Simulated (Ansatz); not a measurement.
For YGe (model structure, started from the WC type, P-6m2, No. 187, 2 atoms in the cell), PBE in Ansatz (plane waves, PAW) gives:

```
Item                                    Result
------------------------------  --------------
equilibrium lattice constant a         3.747 Å
c axis length                          4.154 Å
enthalpy of formation           -0.485 eV/atom
```

### Question
What does r²SCAN (PAW; Ansatz, an electronic-structure program) give for the same quantities?

### Answer

- lattice constant a: 3.811 Å (grows by 1.7 %)
- lattice parameter c: 4.051 Å (shrinks by 2.5 %)
- formation enthalpy: -0.540 eV/atom (moves by -0.055 eV/atom)

Changes are worked out from the printed values.

Unless a cell is named, each level is at its own relaxed cell (PBE 25.26, r²SCAN 25.47 Å³/atom).

The crystal itself was run without spin with PBE, r²SCAN; a magnetic state was not tried in these runs.

Ansatz's density-functional and Hartree–Fock values are scalar-relativistic unless marked +SOC, with PAW data made under PBE.

A model structure was made by putting elements into a prototype or built by hand; it is no filed structure, need not be a known phase, and can be a saddle point held by its symmetry.
